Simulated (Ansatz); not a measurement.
Response to strain in MoS2

Base system: MoS$_{2}$ (space group P6_3/mmc, No. 194; layered, stacked along the Cartesian z axis).

```xyz
6
Lattice="3.1090 0.0000 0.0000 -1.5545 2.6925 0.0000 0.0000 0.0000 11.7090" Properties=species:S:1:pos:R:3 pbc="T T T"
Mo     1.5545     0.8975     2.9272
Mo     0.0000     1.7950     8.7817
S      1.5545     0.8975    10.3450
S      0.0000     1.7950     4.4905
S      0.0000     1.7950     1.3640
S      1.5545     0.8975     7.2185
```

Cartesian axes are those of the cell as printed.

Strains are applied to the cell and any free atomic positions relax; under biaxial strain the out-of-plane vector relaxes too.

Level of theory: PBEsol-D3(BJ) in Ansatz (plane waves to 420 eV, PAW, no spin-orbit coupling).

```json
[
 {"biaxial strain, plane normal [001], relaxed out of plane (%)": "-3", "out-of-plane strain (%)": "1.07"},
 {"biaxial strain, plane normal [001], relaxed out of plane (%)": "-2.4", "out-of-plane strain (%)": "0.84"},
 {"biaxial strain, plane normal [001], relaxed out of plane (%)": "-1.8", "out-of-plane strain (%)": "?"},
 {"biaxial strain, plane normal [001], relaxed out of plane (%)": "-1.2", "out-of-plane strain (%)": "0.41"},
 {"biaxial strain, plane normal [001], relaxed out of plane (%)": "-0.6", "out-of-plane strain (%)": "0.20"},
 {"biaxial strain, plane normal [001], relaxed out of plane (%)": "0", "out-of-plane strain (%)": "0.00"}
]
```

**Question.** Fit ε⊥ = −νε + γε² (strains in %) to the rows shown and predict the withheld row.

**Answer.** Least squares on the printed values gives ν = 0.33 (the biaxial Poisson response) and γ = 0.009 (largest residual 0.00 %); this predicts 0.62 %, and the run gives 0.62 %, in agreement.

No phonon test of stability was made.

Ansatz is a quantum-chemistry and plane-wave program.
